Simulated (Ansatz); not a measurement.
The reference is TiO2 in the rutile structure (space group P4_2/mnm, No. 136; a = 4.643 Å, c = 2.964 Å).

Level of theory: DFT with PBE, PAW potentials and a 420 eV plane-wave cutoff in Ansatz (a first-principles code), no SOC.

One change was made to it. Results:

| quantity | base | after |
|---|---|---|
| volume per atom | 10.65 Å³ | 10.54 Å³ |
| valence-band top at Γ (three highest levels, from the VBM) | 0.00, -0.43, -0.43 eV | 0.00, -0.44, -0.44 eV |
| electron mass | 0.58 mₑ along c, 1.2 mₑ across (at Γ) | 0.57 mₑ along c, 1.2 mₑ across (at Γ) |
| width of the top valence band | 1.56 eV | 1.59 eV |

### Question
Which of these changes matches the shifts?
A. pressure 2.1 GPa
B. pressure −1 GPa
C. pressure 22.5 GPa

### Answer
A, pressure 2.1 GPa. For comparison, the valence-band top at Γ in the other runs: pressure 22.5 GPa gives 0.00, -0.49, -0.49 eV; pressure −1 GPa gives 0.00, -0.42, -0.42 eV.

The levels and masses belong to the bands next to the band gap. Load acts through the strain it causes; cell and atoms are relaxed under it. Masses are band curvatures over ±0.01 Å⁻¹ around the edge. Stability against distortions was not tested. Competing high-pressure phases were not computed. The final runs are not spin-polarised.
